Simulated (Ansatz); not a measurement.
Abridged Ansatz (a first-principles code) output:

```
Pseudopotential: S, paw, valence charge 6
Pseudopotential: Pb, paw, valence charge 14
Crystal: 2 atoms, lattice volume = 55.338 Å³
Basis set: ecut = 420 eV, 1067 PW (Γ), exchange–correlation on 60×60×60 points (8 copies of the dense FFT grid, shifted against one another)
Bands: 14, of which v1, the nominal top of the filled ones, is band 10 counted from 1 (9 counted from 0)
Symmetry: 48 space group operations
k-points: 16 of 216
Functional: x = pbe(κ = 0.804, μ = 0.2195149727645171), c = pbe(β = 0.06672455060314922), warm-up for x = pbe(κ = 0.804, μ = 0.2195149727645171) + 0.25 (exact …
SCF iter   1: F=—  HF=-12809.568595 eV  |F-HF|=—  |Δ(HF+E_count)|=         —  Δρ=7.84e-4  dr2=2.52e-4  ethr=1.77e-3  ⟨swp⟩=11.4  Hψ=1037  notcnv=0
SCF iter   2: F=—  HF=-12809.568966 eV  |F-HF|=—  |Δ(HF+E_count)|=   3.71e-4  Δρ=3.57e-4  dr2=5.94e-5  ethr=1.26e-6  ⟨swp⟩=4.9  Hψ=810  notcnv=0  defer=9
SCF 1 stopped early in 3 iterations: F = -12809.568997 eV  dr2 = 4.95e-6
Crystal: 2 atoms, lattice volume = 55.338 Å³
Functional: x = pbe(κ = 0.804, μ = 0.2195149727645171) + 0.25 (exact − pbe) at short range (hse, ω = 0.20786987370883472 Å⁻¹), c = pbe(β = 0.06672455060314922); HSE06 as pw.x's `hse` composes it (authors' and Libxc's form: `xc: wpbeh`)
SCF iter   1: F=—  HF=-12813.676029 eV  |F-HF|=—  |Δ(HF+E_count)|=         —  Δρ=5.73e-3  dr2=1.66e-2  ethr=2.48e-7  ⟨swp⟩=8.4  Hψ=1275  notcnv=0
SCF iter   2: F=—  HF=-12813.670748 eV  |F-HF|=—  |Δ(HF+E_count)|=   5.28e-3  Δρ=2.03e-3  dr2=2.18e-3  ethr=2.48e-7  ⟨swp⟩=4.8  Hψ=894  notcnv=0
SCF 2 stopped early in 6 iterations: F = -12813.674853 eV  dr2 = 1.91e-6
Crystal: 2 atoms, lattice volume = 55.338 Å³
SCF iter   1: F=—  HF=-12813.674718 eV  |F-HF|=—  |Δ(HF+E_count)|=         —  Δρ=2.81e-5  dr2=4.73e-7  ethr=2.76e-7  ⟨swp⟩=3.4  Hψ=484  notcnv=0
SCF iter   2: F=-12813.674718 eV  HF=-12813.674718 eV  |F-HF|=5.50e-9  |Δ(HF+E_count)|=   3.90e-8  Δρ=9.95e-6  dr2=3.92e-8  ethr=8.27e-11  ⟨swp⟩=2.8  Hψ=1067  notcnv=0  defer=2
SCF 3 converged in 2 iterations: F = -12813.674718 eV  dr2 = 3.92e-8
Free energy (F): -12813.674718 eV
Internal energy: -12813.674718 eV  (E = F + TS)
E sigma→0 (E₀):  -12813.674718 eV
Fermi energy:    7.700218 eV
```

### Question
What was computed, and what are the main results?

### Answer
PbS, 2 atoms in the cell, with Ansatz, HSE06, PAW, cutoff 420 eV, without spin-orbit coupling. The last SCF converged to F = -12813.674718 eV, or -6406.8374 eV per atom. The total energy compares only with runs of the same code, potentials and settings.

Single points use the geometry relaxed with PBE. The hybrid gap comes from the SCF mesh plus the semilocal run's edge points and a few special points and is an upper bound. With Pb present, leaving out spin-orbit coupling can change the band edges. Load acts through the strain it causes; cell and atoms are relaxed under it. No phonon test of stability was made. The cell was made from PbS in the rock salt structure (space group Fm-3m, No. 225) by this change: pressure −1 GPa.
